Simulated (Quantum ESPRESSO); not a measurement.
A self-consistent single point of Ti3Ag (Pm-3m, 4 atoms in the cell) with Quantum ESPRESSO.

Method of the run: PBEsol, PseudoDojo standard norm-conserving (PBESOL) pseudopotentials (plane waves; Quantum ESPRESSO).

```
Ti3Ag
1.0
    4.09881     0.00000     0.00000
    0.00000     4.09881     0.00000
    0.00000     0.00000     4.09881
Ti Ag
3 1
Direct
  0.50000   0.50000   0.00000
  0.00000   0.50000   0.50000
  0.50000   0.00000   0.50000
  0.00000   0.00000   0.00000
```

Reference input (self-consistent single point, DFT, PBEsol, plane waves, PseudoDojo standard norm-conserving (PBESOL) pseudopotentials): ecutwfc = 85 Ry; occupations = smearing; smearing = gauss; degauss = 0.0099958 Ry; potentials = {Ti: Ti.upf, Ag: Ag.upf}; K_POINTS = automatic 6 6 6 0 0 0; conv_thr = 1e-10 Ry. This run's input differs from it in these lines:

```diff
@@ -29,3 +29,3 @@
 K_POINTS {automatic}
-6 6 6  0 0 0
+16 16 16  0 0 0
 CELL_PARAMETERS {angstrom}
```

Output (repeated stretches shortened):

```
     Self-consistent Calculation

     iteration #  1     ecut=    85.00 Ry     beta= 0.70

     total energy              =    -664.62524896 Ry
     estimated scf accuracy    <       1.34368754 Ry

     iteration #  2     ecut=    85.00 Ry     beta= 0.70

     total energy              =    -665.11022043 Ry
     estimated scf accuracy    <       4.34447370 Ry

     iteration #  3     ecut=    85.00 Ry     beta= 0.70

     total energy              =    -665.50332677 Ry
     estimated scf accuracy    <       0.28004721 Ry

   [... 8 blocks of this kind left out ...]

     iteration # 12     ecut=    85.00 Ry     beta= 0.70

     total energy              =    -665.58126680 Ry
     estimated scf accuracy    <          7.3E-10 Ry

     iteration # 13     ecut=    85.00 Ry     beta= 0.70
     c_bands:  1 eigenvalues not converged
     c_bands:  1 eigenvalues not converged
     c_bands:  1 eigenvalues not converged
     End of self-consistent calculation

     Number of k-points >= 100: set verbosity='high' to print the bands.

     the Fermi energy is    14.2812 ev

!    total energy              =    -665.58126680 Ry
     estimated scf accuracy    <          1.4E-11 Ry
     smearing contrib. (-TS)   =      -0.00558353 Ry
     internal energy E=F+TS    =    -665.57568327 Ry

     convergence has been achieved in  13 iterations

     Forces acting on atoms (cartesian axes, Ry/au):

     atom    1 type  1   force =     0.00000000    0.00000000    0.00000000
   [... zero for the other atoms too ...]

     Total force =     0.000000     Total SCF correction =     0.000000

          total   stress  (Ry/bohr**3)                   (kbar)     P=      -51.81
  -0.00035220   0.00000000   0.00000000          -51.81        0.00        0.00
   0.00000000  -0.00035220   0.00000000            0.00      -51.81        0.00
   0.00000000   0.00000000  -0.00035220            0.00        0.00      -51.81

   JOB DONE.
```

The run converged in 13 iterations. Against the reference run the free energy goes up by 1.3 meV/atom and the pressure hardly changes (-5.22 to -5.18 GPa).

The starting cell comes from a database of computed structures (which also holds hypothetical and non-ambient phases and stackings), without a prior relaxation at this level. Spin polarisation is off. With a pressure of about -5 GPa the cell is away from its equilibrium volume at this level.

Cost on one core of a shared machine: roughly 7 min.
